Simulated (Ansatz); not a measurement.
Base system: CdS in the wurtzite structure (space group P6_3mc, No. 186; a = 4.0741 Å, c = 6.6367 Å). Axes: x lies along a and z along c of the hexagonal cell.

Method: LDA (Ansatz, an electronic-structure program, PAW, spin-orbit coupling left out).

Strains are applied to the cell and any free atomic positions relax.

One change was made to it. Results:

```tsv
quantity	base	after
shortest interatomic distance	2.491 Å	2.510 Å
energy relative to the base (free energy F)	0 meV/atom	+4.4 meV/atom
```

Problem. Which of these changes matches the shifts?
A. uniaxial strain ε_zz = +1.80 %
B. uniaxial strain ε_zz = +2.40 %
C. uniaxial strain ε_zz = +0.60 %
D. uniaxial strain ε_zz = +3.00 %

Solution. B, uniaxial strain ε_zz = +2.40 %. For comparison, the energy relative to the base in the other runs: uniaxial strain ε_zz = +3.00 % gives +6.8 meV/atom; uniaxial strain ε_zz = +0.60 % gives +0.3 meV/atom; uniaxial strain ε_zz = +1.80 % gives +2.5 meV/atom.

Stability against distortions was not tested.
